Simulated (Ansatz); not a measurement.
Input and output of a relaxation of the atoms for HfPt3 (P4mm, 4 atoms in the cell) (Ansatz, an electronic-structure program).

Method: LDA (PW92), default PAW files made with PBE (plane waves; Ansatz).

The change in words: one atom moved by 0.15 angstrom; relax: default → atoms; relax.f_tol: default → 0.02 eV/Å. Reference geometry:
```yaml
crystal:
  lattice:
    - [4.02246, 0.00000, 0.00000]
    - [0.00000, 4.02246, 0.00000]
    - [0.00000, 0.00000, 4.02246]
  atoms:
    - { symbol: Hf, position: [0.00000, 0.00000, 0.00000] }
    - { symbol: Pt, position: [0.50000, 0.50000, 0.00000] }
    - { symbol: Pt, position: [0.00000, 0.50000, 0.50000] }
    - { symbol: Pt, position: [0.50000, 0.00000, 0.50000] }
```

Reference input (self-consistent single point, DFT, LDA (PW92), plane waves, default PAW files made with PBE): basis.ecutwfc = 420 eV; kpoints.mp_grid.grid = 8 8 8; hamiltonian.xc = lda; hamiltonian.pseudopotentials = {kind: paw} (the program's default PAW files); scf.occupations.method = gaussian; scf.occupations.width = 0.1 eV. This run's input differs from it in these lines:

```diff
@@ -6,3 +6,3 @@
   atoms:
-    - { symbol: Hf, position: [0.00000000, 0.00000000, 0.00000000] }
+    - { symbol: Hf, position: [0.00000000, 0.00000000, 0.03729100] }
     - { symbol: Pt, position: [0.50000000, 0.50000000, 0.00000000] }
@@ -19,2 +19,4 @@
   occupations: { method: gaussian, width: 0.1 eV }
+relax:
+  f_tol: 0.02
 output:
```

Output, abridged:

```
   [... SCF lines of the steps left out ...]
relax step   1: F+E_penalty+E_count = -52216.08076323 eV  Δ(F+E_penalty+E_count) = +0.000e0 eV  max|allowed force component| = 9.123e-1 eV/Å  Δτ_max = 0.0000 Å  (6 SCF iters, dr2 threshold 1.00e-5 eV, accepted)
relax step   2: F+E_penalty+E_count = -52216.14576527 eV  Δ(F+E_penalty+E_count) = -6.500e-2 eV  max|allowed force component| = 1.253e-1 eV/Å  Δτ_max = 0.1289 Å  (6 SCF iters, dr2 threshold 5.20e-5 eV, accepted)
relax step   3: F+E_penalty+E_count = -52216.14715809 eV  Δ(F+E_penalty+E_count) = -1.393e-3 eV  max|allowed force component| = 1.595e-3 eV/Å  Δτ_max = 0.0162 Å  (6 SCF iters, dr2 threshold 9.81e-7 eV, accepted)
relax step   4: F+E_penalty+E_count = -52216.14715809 eV  Δ(F+E_penalty+E_count) = -6.024e-9 eV  max|allowed force component| = 1.409e-3 eV/Å  Δτ_max = 0.0000 Å  (6 SCF iters, accepted)
the relaxation is at rest under the 8 symmetry operations that the run kept from its start: a minimum is not shown …
Stability not checked: this state was not tested for a lower state beside it, because too few of the mixer's solves of this state at the end of the SCF gave a …
Free energy (F): -52216.147158 eV
Internal energy: -52216.145212 eV  (E = F + TS)
E sigma→0 (E₀):  -52216.146185 eV
Entropy (-TS):   -0.001946 eV (-0.486 meV/atom)
Fermi energy:    23.615329 eV
--- Forces (eV/Å), atoms counted from 1 ---
  atom   1  Hf     0.00000000     0.00000000     0.00140964
   [... lines left out ...]
  F+E_penalty+E_count = -52216.14715809 eV   max|allowed force component| = 1.409e-3 eV/Å
  atoms:
    - { symbol: Hf, position: [-1.3765322307863451e-34, 0.0, 0.009277433262876469] }
    - { symbol: Pt, position: [0.5, 0.5, 0.009335870592714195] }
    - { symbol: Pt, position: [5.9849227425493266e-36, 0.5, 0.5093388480722046] }
    - { symbol: Pt, position: [0.5, 0.0, 0.5093388480722046] }
```

The run converged.  The full log also holds: “iter 5 did not close the SCF: its close was put off for the readings that it lacked (scf_convergence_deferred on its scf_iter line)”. The full log also holds: “iter 2 did not close the SCF: its close was put off for the readings that it lacked (scf_convergence_deferred on its scf_iter line)”.

Summary of the result:
- Free energy E − TS (on the zero of these files): -52216.1472 eV
- Fermi level (on the code's own zero): 23.62 eV
- Pressure: -11.75 GPa
- Largest force (vector length): 0.001 eV/Å
- Relaxation steps: 4

The starting cell comes from a database of computed structures (which also holds hypothetical and non-ambient phases and stackings), without a prior relaxation at this level. Its lattice was rescaled by up to half a per cent. For this run, on top of that: one atom moved by 0.15 angstrom. Spin polarisation is off. The relaxation keeps the symmetry of its start, so its end need not be a minimum. Ansatz's pressure includes its estimate of the finite-basis (Pulay) stress.

Cost on one core of a shared machine: roughly 90 s.

Keys are those of Ansatz 0.2.
